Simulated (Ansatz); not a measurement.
Start from CdTe in the zinc blende structure (space group F-43m, No. 216; a = 6.409 Å). Axes: x, y, z lie along the cube axes.

Modification: uniaxial strain ε_zz = −1.50 %, all other strain components held at zero, atoms relaxed at fixed cell.

Computed with LDA (Ansatz, a program for electronic structure; PAW; 420 eV plane waves; scalar-relativistic without spin-orbit coupling).

### Question
Give the band edges at the high-symmetry points of the new zone, measured from its valence-band maximum.

### Answer
| point | valence edge (eV) | conduction edge (eV) |
|---|---|---|
| Γ | 0.00 | 0.62 |
| X | -2.05 | 2.34 |
| P | -2.48 | 4.36 |
| N | -0.85 | 1.66 |
| M | -2.13 | 2.28 |
| S | -1.80 | 2.62 |
| S₀ | -1.80 | 2.62 |
| R | -2.48 | 4.23 |
| G | -2.48 | 4.23 |

The gap is 0.62 eV, direct at Γ.

With Te present, leaving out spin-orbit coupling can change the band edges. Stability against distortions was not tested. k-point labels follow each cell's own Brillouin zone.
